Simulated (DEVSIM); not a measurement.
Structure: GaP/Si n-p heterojunction, at 250 K.

Layer 1 from the left is GaP, thickness (μm) 0.760, Nd (cm⁻³) 7e16, τn (s) 3.1e-7, τp (s) 3.1e-7. Layer 2 from the left is Si, thickness (μm) 0.230, Na (cm⁻³) 4.3e15, τn (s) 9.3e-9, τp (s) 3.1e-7.

Left contact: ohmic. Right contact: ohmic. Voltage is applied to the left contact. Recombination: SRH at mid-gap, radiative. Mobility is constant in doping.

Constants are typed, rounded textbook-type inputs, not results; the design itself was drawn at random and stands for no fabricated device. Values at 300 K; Nc and Nv go as T^1.5, mobilities as T to minus their exponent, the gap by Varshni's rule with the affinity fixed.

GaP: gap (eV) 2.26, affinity (eV) 3.8, permittivity 11.1, Nc (cm⁻³) 1.8e19, Nv (cm⁻³) 1.9e19, μn (cm²/Vs) 250, μp (cm²/Vs) 150, T exponent of μn 1.6, T exponent of μp 1.98, B (cm³/s) 1e-13, Varshni α (eV/K) 0.00058, Varshni β (K) 372. Si: gap (eV) 1.124, affinity (eV) 4.05, permittivity 11.7, Nc (cm⁻³) 2.86e19, Nv (cm⁻³) 3.1e19, μn (cm²/Vs) 1417, μp (cm²/Vs) 470, T exponent of μn 2.3, T exponent of μp 2.2, B (cm³/s) 4.7e-15, Varshni α (eV/K) 0.000473, Varshni β (K) 636.

Model (solved in DEVSIM): 1D drift-diffusion, Boltzmann statistics, complete ionisation; no tunnelling, impact ionisation, image-force lowering or self-heating. Band offsets follow the typed affinities; no thermionic-emission limit at abrupt steps, no polarisation charge.

Task: What does the simulation give for the dark forward voltage at 1 A/cm², the largest field in the device at zero bias?

Result: dark forward voltage at 1 A/cm² 0.572 V; largest field in the device at zero bias 68000 V/cm.
